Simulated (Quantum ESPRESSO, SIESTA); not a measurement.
**Equation of state of zinc-blende CdS (space group 216): energy against volume (SIESTA, LDA)**

```xyz
2
Lattice="0.0000 2.7968 2.7968 2.7968 0.0000 2.7968 2.7968 2.7968 0.0000" Properties=species:S:1:pos:R:3 pbc="T T T"
Cd     0.0000     0.0000     0.0000
S      4.1952     4.1952     4.1952
```

Method: LDA PW92, numerical atomic orbitals DZP, PseudoDojo LDA standard norm-conserving potentials (rewritten from UPF to PSML) (SIESTA 5.4.2). Settings: XC.functional = LDA; XC.authors = PW92; potentials = PseudoDojo LDA standard; PAO.BasisSize = DZP; PAO.EnergyShift = 0.005 Ry; MeshCutoff = 520 Ry; kgrid.MonkhorstPack = 10 10 10; OccupationFunction = FD; ElectronicTemperature = 10 meV; MaxSCFIterations = 150; SCF.Mixer.Method = Pulay; SCF.Mixer.Weight = 0.25; SCF.Mixer.History = 6; SCF.DM.Tolerance = 1.0E-05. The cell above is the first row's. The rows scale it uniformly. In all rows fractional positions and the k mesh are held. E is the free energy at the stated smearing, counted from the lowest row.

```
V (Å^3/atom)  E (meV/atom)
------------  ------------
21.877                   ?
22.353               21.38
22.829                8.96
23.304                2.05
23.780                0.00
24.255                2.36
24.731                8.63
25.206               18.42
25.682               31.43
```

Taking the third-order Birch-Murnaghan form, a cubic in V^(-2/3) for E over the 8 complete rows: With u = V^(-2/3) - 0.120, the rows have u = 0.006021, 0.004263, 0.002569, 0.000928, -0.000656, -0.002193, -0.003677, -0.005119. Least squares gives E = 0.863 - 1708.5·u + 840333·u² + 1533954·u³. Residuals (row less fit): 0.005, -0.010, 0.004, -0.002, 0.015, -0.005, -0.010, 0.007; standard error 0.012 (degrees of freedom: 4). Its minimum lies at u = 0.001014, so V0 = (0.121014)^(-3/2) = 23.75. There d²E/du² = 1690000 and d³E/du³ = 9204000, so B0 = (4/9) × 23.75^(-7/3) × 1690000 × 0.160218 = 74.2 GPa (the last factor turns the table's units into GPa), and B0' = 4 + (2/3) × 0.121014 × (9204000)/1690000 = 4.4. The program's pressures in the fitted runs (not shown) pass through zero at V = 23.76, 0.00 % from this V0.

Task: Estimate the missing E (V = 21.877); what did the run itself give?

Result: u = 0.007842, so E = 0.863 - 1708.5 × 0.007842 + 840333 × 0.007842² + 1533954 × 0.007842³ = 39.883 meV/atom. The calculation gives 39.98 meV/atom, 0.097 meV/atom above the prediction (0.2 % of the range of E in the table). The row lies outside the fitted rows, so this is an extrapolation. From the scatter of the fitted rows alone, a prediction at this place has a standard error of 0.035 meV/atom, so the miss is 2.8 times that.

Carrying the step between the two nearest rows on in a straight line would have given 33.80, off by 6.18; series whose last step already gives the withheld value aren't shown. The scan was laid around a cell of about the measured size, scaled by a guess for this functional. This is a metastable polymorph. The runs keep the symmetry of the cell, so they don't test it for distortions. A plane-wave scan with the same functional (Quantum ESPRESSO, GBRV) gives V0 = 23.99 Å^3/atom and B0 = 67.8 GPa; a Birch-Murnaghan fit to all rows here lies -1.0 % from it in V0 and 10 % in B0; the two differ in basis, and may differ in potentials and mesh. Values carry the incompleteness of an atom-centred basis. Cutoffs and mesh are single choices, not tested for convergence of this quantity. Series with a scatter that would blur these digits, or in which a gap closes, are not shown. Nor are scans whose minimum lies at an end fitted in this form.
